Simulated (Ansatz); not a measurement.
Effect of biaxial strain +2.50 %, plane normal [001], relaxed out of plane on HgTe

Consider HgTe in the zinc blende structure (space group F-43m, No. 216; a = 6.5098 Å). Axes: x, y, z lie along the cube axes.

Now apply this change: biaxial strain +2.50 %, plane normal [001], relaxed out of plane (Cartesian); in-plane vectors clamped, the third vector and the atoms free.

Method: plane-wave PAW DFT at the PBEsol level (Ansatz, an electronic-structure program, 420 eV), no spin-orbit coupling. Settings: 9×9×9 k-points, 0.05 eV Fermi–Dirac smearing.

```tsv
quantity	base	changed	shift
volume per atom	34.48 Å³	34.94 Å³	+0.453 Å³
energy relative to the base (free energy F)	0 meV/atom	+4.9 meV/atom	+4.9 meV/atom
pressure (mean of the normal stresses, compression positive)	0.0 GPa	-0.6 GPa	-0.6 GPa
band gap (uncertain: the edges found look like a band crossing or inverted bands; the changed cell)	zero	0.05 eV	–
out-of-plane strain (rough)	–	-3.57 %	–
```

Final structure (turned so that z lies along the plane normal):

```
CELL_PARAMETERS angstrom
      4.71819     0.00000     0.00000
      0.00000     4.71819     0.00000
      2.35909    -2.35909     3.13879
ATOMIC_POSITIONS crystal
  Hg 0.00000 0.00000 0.00000
  Te 0.75000 0.75000 0.50000
```

Without a gap, meshes like the base's 9×9×9 leave anisotropic stresses uncertain by several tenths of a GPa, and small strain energies with them. With Hg and Te present, leaving out spin-orbit coupling can change the band edges. Whether these cells are dynamically stable was not tested. The final runs are not spin-polarised. The zero or small gap of HgTe can change with the level of theory.
